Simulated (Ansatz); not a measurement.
Start from MoTe₂ (space group P6_3/mmc, No. 194; layered, stacked along the Cartesian z axis).

```yaml
crystal:
  lattice:
    - [3.49664, 0.00000, 0.00000]
    - [-1.74832, 3.02818, 0.00000]
    - [0.00000, 0.00000, 13.69594]
  atoms:
    - { symbol: Te, position: [0.66667, 0.33333, 0.38268] }
    - { symbol: Te, position: [0.33333, 0.66667, 0.88268] }
    - { symbol: Te, position: [0.33333, 0.66667, 0.61732] }
    - { symbol: Te, position: [0.66667, 0.33333, 0.11732] }
    - { symbol: Mo, position: [0.66667, 0.33333, 0.75000] }
    - { symbol: Mo, position: [0.33333, 0.66667, 0.25000] }
```

Calculations: Ansatz (a program for electronic structure), PBE-D3(BJ), PAW, cutoff 420 eV, scalar-relativistic without spin-orbit coupling.

One change was made to it. Results:

The band gap falls by 0.02 eV to 0.58 eV; the lattice parameter a decreases by 0.5 pm, from 349.7 pm to 349.2 pm.

### Question
Which change produced these results?
A. pressure 0.3 GPa
B. pressure 10 GPa
C. pressure 7.5 GPa
D. pressure 5 GPa
E. pressure −1 GPa

### Answer
A, pressure 0.3 GPa. For comparison, the band gap in the other runs: pressure 10 GPa gives zero; pressure −1 GPa gives 0.68 eV; pressure 5 GPa gives 0.19 eV; pressure 7.5 GPa gives zero.

The mesh was chosen for an insulator and is coarse for the gapless case. With Te present, leaving out spin-orbit coupling can change the band edges. Load acts through the strain it causes; cell and atoms are relaxed under it. No phonon test of stability was made. No other phases were tried under pressure. The final runs are not spin-polarised. Gaps under 0.05 eV, about the width of the smearing, are given as zero. The program warned that a D3 coordination switch lies within reach, so dispersion energies are less smooth here. The zero or small gap of MoTe2 under pressure 10 GPa, MoTe2 under pressure 5 GPa and MoTe2 under pressure 7.5 GPa can change with the level of theory.
